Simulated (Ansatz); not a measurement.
Start from MgO in the rock salt structure (space group Fm-3m, No. 225; a = 4.2141 Å). Axes: x, y, z lie along the cube axes.

Level of theory: Kohn–Sham DFT with the PBEsol functional, run in Ansatz (a first-principles code) with PAW and 420 eV plane waves, no spin-orbit coupling.

For the base:

| Quantity | Result |
|---|---|
| Electron mass | 0.34 mₑ (at Γ) |
| Band gap | 4.62 eV |
| Valence-band top at Γ | 0.00, 0.00, 0.00 eV |

The change: a pure shear with ε_xy = ε_yx = -0.0057, atoms relaxed at fixed cell.

**Question.** How does this affect the electron mass, band gap, stress and valence-band top at Γ?

**Answer.** The electron mass is still 0.34 mₑ (at Γ); the band gap decreases by 0.04 eV (4.62 eV → 4.58 eV); the stress (xx, yy, zz, yz, xz, xy; compression positive) amounts to (0.02, 0.02, -0.01, 0.00, 0.00, 1.65) GPa; the valence-band top at Γ (three highest levels, from the VBM) goes from 0.00, 0.00, 0.00 eV to 0.00, -0.04, -0.09 eV.

The cells carry an imposed strain or load. Effective masses come from finite differences of ±0.01 Å⁻¹. Stability against distortions was not tested.
